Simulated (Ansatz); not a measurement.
End structure of the (20-23) surface of hcp Hf in its 1x1 cell, outermost plane spacing 0.18 Å in the ideal cut:

```xyz
20
Lattice="3.2049 0.0000 0.0000 -1.6024 13.1163 0.0000 0.0000 0.0000 26.0000" Properties=species:S:1:pos:R:3 pbc="T T T"
Hf     1.6024     0.1328     8.3452
Hf     1.6025     3.3589     8.3601
Hf     0.0001     5.9606     9.1733
Hf     0.0001     9.2533     9.3848
Hf     1.6025    11.6762    10.3510
Hf     0.0000     1.7248    10.3745
Hf     1.6025     4.3410    11.2165
Hf     1.6025     7.5049    11.3789
Hf     0.0000     9.9313    12.4586
Hf     0.0000    13.1130    12.6138
Hf     0.0000     2.5482    13.3862
Hf     0.0000     5.7298    13.5414
Hf     1.6023     8.1562    14.6211
Hf     1.6024    11.3202    14.7835
Hf     1.6024     0.8200    15.6255
Hf     1.6024     3.9849    15.6490
Hf    -0.0001     6.4078    16.6152
Hf    -0.0001     9.7006    16.8267
Hf     1.6023    12.3023    17.6399
Hf     0.0000     2.4120    17.6548
```

Set-up: 20 atoms, 9.8 Å thick at the start (thin: gaps and levels are the slab's own); mesh 12x3x1; 0.1 eV smearing; dipole correction on; all atoms relaxed; held to the part of the start's symmetry that mesh and held atoms allow; no spin, no spin-orbit, no U.

Question: Predict the surface energy (mean of both faces) from PBE in Ansatz (a first-principles code).

Answer: 116 meV/Å^2

Question: Predict the work function of the top face from PBE.

Answer: 3.76 eV
